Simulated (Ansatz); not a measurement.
SnSeS (P3m1, No. 156, 3 atoms in the cell; start mp-1218912) was calculated with LDA in Ansatz (plane waves, PAW).

Settings: plane-wave cutoff 520 eV, 12×12×6 k mesh (along the axes of the cell as run), Fermi–Dirac smearing 0.01 eV, scalar-relativistic PAW data made under PBE.

Cell (relaxed at this level):

SnSSe has the trigonal space group P3m1 (No. 156), Pearson symbol hP3. Conventional cell: a = 3.7151 Å, b = 3.7151 Å, c = 5.8007 Å, α = 90.00°, β = 90.00°, γ = 120.00°. Sn on 1b sees 3 S at 2.590 Å and 3 Se at 2.671 Å (octahedral). Se on 1a sees 3 Sn at 2.671 Å (trigonal pyramidal). S on 1c has 3 Sn at 2.590 Å (trigonal pyramidal). (Neighbours: up to the widest gap in distance over summed covalent radii, below 1.35, at either atom; cation-cation and far metal-metal contacts left out.)

**Question.** What does this level give for the band gap and smallest direct gap on the k points sampled?

**Answer.** 
- band gap: 0.58 eV
- smallest direct gap on the k points sampled: 1.09 eV

Spin–orbit coupling is not included.

The computed numbers hold no vibrational or temperature effects.

A start named mp-… is a Materials Project structure, which need not be a measured phase.

Ansatz is a program for electronic structure.
